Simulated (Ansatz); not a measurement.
The starting structures come from a database of crystals and need not be the phases stable at ambient conditions.

 Where the default PAW files enter, the runs use the earlier of Ansatz's two default sets.

By PBEsol, the system below comes out a metal.

The ballistic (Sharvin) conductance counts the channels at the Fermi level: G/A = (e²/h) × channels of both spins per area.

Data:

```xyz
3
Lattice="2.8913 0.0000 0.0000 0.0000 5.8056 0.0000 0.0000 2.9028 2.9028" Properties=species:S:1:pos:R:3 pbc="T T T"
Al     1.4457     4.3542     1.4514
Al     1.4457     1.4514     1.4514
Cu     0.0000     0.0000     0.0000
```

Space group of this cell: P4/mmm. The cell is taken as given; by PBEsol its mean pressure is -2.4 GPa.

The current flows along the normal of the first two printed cell vectors, the (110) plane of the conventional cell. No spin-orbit coupling; the value is a mean over 0.1 eV about the Fermi level.

**Question.** Give the ballistic conductance per area that Ansatz (a quantum-chemistry and plane-wave program) with PBEsol yields.

**Answer.** 0.76 × 10¹⁵ S/m² for both spins.
